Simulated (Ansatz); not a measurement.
## GaN (model structure, started from the MgO type, Pm-3n, No. 223, 12 atoms in the cell)

All values below come from HSE06 (Ansatz, an electronic-structure program, PAW).

Settings: plane-wave cutoff 460 eV, 4×4×4 k mesh, Fermi–Dirac smearing 0.01 eV, scalar-relativistic PAW data made under PBE.

Cell (relaxed with PBEsol):

```cif
data_Ga6N6
_chemical_formula_sum 'Ga6 N6'
_space_group_name_H-M_alt 'P 1'
_space_group_IT_number 1
_cell_length_a 5.51305
_cell_length_b 5.51305
_cell_length_c 5.51305
_cell_angle_alpha 90.000
_cell_angle_beta 90.000
_cell_angle_gamma 90.000
loop_
_space_group_symop_operation_xyz
  'x, y, z'
loop_
_atom_site_label
_atom_site_type_symbol
_atom_site_fract_x
_atom_site_fract_y
_atom_site_fract_z
_atom_site_occupancy
Ga1 Ga 0.25000 0.00000 0.50000 1
Ga2 Ga 0.75000 0.00000 0.50000 1
Ga3 Ga 0.50000 0.75000 0.00000 1
Ga4 Ga 0.50000 0.25000 0.00000 1
Ga5 Ga 0.00000 0.50000 0.75000 1
Ga6 Ga 0.00000 0.50000 0.25000 1
N1 N 0.25000 0.50000 0.00000 1
N2 N 0.75000 0.50000 0.00000 1
N3 N 0.00000 0.75000 0.50000 1
N4 N 0.00000 0.25000 0.50000 1
N5 N 0.50000 0.00000 0.75000 1
N6 N 0.50000 0.00000 0.25000 1
```

- band gap: 2.79 eV (on the SCF k mesh) (direct)

Note: the relaxation could raise the start's symmetry but not lower it, so the cell can be a saddle point; cell and atoms aren't relaxed at this level (pressure -0.4 GPa).

Spin–orbit coupling is not included.

Static lattice: no zero-point or thermal effects.

A model structure was made by putting elements into a prototype or built by hand; it is no filed structure, need not be a known phase, and can be a saddle point held by its symmetry.
